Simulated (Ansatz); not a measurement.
The parent structure is Cs2AgBiBr6 (space group Fm-3m, No. 225; a = 11.187 Å). Axes: x, y, z lie along the cube axes.

Calculations: PBEsol (Ansatz, a quantum-chemistry and plane-wave program, PAW, no SOC).

Base values:

```
Property     Value
--------  --------
Pressure  0.00 GPa
```

Perturbation: biaxial strain −0.63 %, plane normal [111], relaxed out of plane (Cartesian); in-plane vectors clamped, the third vector and the atoms free.

Q: What does the calculation give for the pressure after the change?

A: The pressure (mean of the normal stresses, compression positive) goes from zero to 0.13 GPa.

Q: What does the calculation give for the valley order after the change?

A: The valley order (the lowest conduction-band minima on the path, energy above the VBM, named in the base's zone) amounts to L along [1-1-1] 1.08 eV; L along [111] 1.10 eV; a point along [1-10], about 0.3 Å⁻¹ from Γ 1.86 eV; U along [10-1] 2.15 eV.

Spin-orbit coupling, missing from the scalar runs, can matter with Bi. The levels and masses belong to the bands next to the band gap. Stability against distortions was not tested.
